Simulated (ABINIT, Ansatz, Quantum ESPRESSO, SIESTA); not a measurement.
# Code comparison for LiNbSe2 (P6_3/mmc, 8 atoms in the cell)

Self-consistent single point.

```
LiNbSe2
1.0
    3.53331     0.00000     0.00000
   -1.76666     3.05994     0.00000
    0.00000     0.00000    13.54232
Li Nb Se
2 2 4
Direct
  0.00000   0.00000   0.00000
  0.00000   0.00000   0.50000
  0.00000   0.00000   0.25000
  0.00000   0.00000   0.75000
  0.33333   0.66667   0.12695
  0.66667   0.33333   0.87305
  0.66667   0.33333   0.62695
  0.33333   0.66667   0.37305
```

Shared settings, as Ansatz (a program for electronic structure) writes them: kpoints.mp_grid.grid = 2 2 1; scf.occupations.method = fixed. Potentials and cutoffs stand in the table.

```json
[
 {"code": "ABINIT", "model": "PBEsol, norm-conserving pseudopotentials (PseudoDojo nc-sr-04 PBEsol standard)", "pressure (GPa)": "-1.89", "largest force (eV/Å)": "0.459", "gap on the mesh (eV)": "–", "cutoff": "86 Ry"},
 {"code": "SIESTA", "model": "GGA PBEsol, numerical atomic orbitals DZP, PseudoDojo PBEsol standard norm-conserving potentials (rewritten from UPF to PSML)", "pressure (GPa)": "1.25", "largest force (eV/Å)": "0.229", "gap on the mesh (eV)": "1.404", "cutoff": "grid 350 Ry"},
 {"code": "Ansatz", "model": "PBEsol, PAW files made with PBE", "pressure (GPa)": "-1.92", "largest force (eV/Å)": "0.460", "gap on the mesh (eV)": "1.480", "cutoff": "default"},
 {"code": "Quantum ESPRESSO", "model": "PBEsol, GBRV 1.5 ultrasoft (PBESOL) pseudopotentials", "pressure (GPa)": "-1.98", "largest force (eV/Å)": "0.466", "gap on the mesh (eV)": "1.477", "cutoff": "40 Ry"}
]
```

A dash marks a value that a program does not give, or that is left out as unsure.

No gap is tabulated for ABINIT: it is not read from that output, or partly filled or unconverged empty levels leave it unsure.

Gaps are read on the mesh. Another mesh or the band path gives a smaller gap, so these values are not converged in the mesh.

The spread over the programs that give each value: pressure within 3.23 GPa; largest force within 0.237 eV/Å; gap on the mesh within 0.076 eV.

SIESTA uses small atom-centred bases, whose incompleteness enters pressures, forces and empty levels differently from a plane-wave cutoff. Ansatz's pressure is given at a fixed set of plane waves, as the other plane-wave codes print theirs. In the pressure, SIESTA (by 3.17) lies more than 1 GPa from the median of the plane-wave programs. In the force vectors, SIESTA (by 0.689) lies more than 0.08 eV/Å from the median of the plane-wave programs.

On the base mesh (6 6 2) the same programs gave: Ansatz pressure -3.76 GPa, gap on the mesh 0.596 eV; Quantum ESPRESSO pressure -3.83 GPa, gap on the mesh 0.594 eV; ABINIT pressure -3.72 GPa; SIESTA pressure -0.89 GPa, gap on the mesh 0.688 eV.

The values differ from the base mesh's, so the mesh still matters here: the table compares the programs at equal settings.

The starting cell comes from a database of computed structures (which also holds hypothetical and non-ambient phases and stackings), without a prior relaxation at this level.

Left out of this page: CP2K (on another mesh); FLEUR (with a known weakness of the program).

Keys are those of Ansatz 0.2.
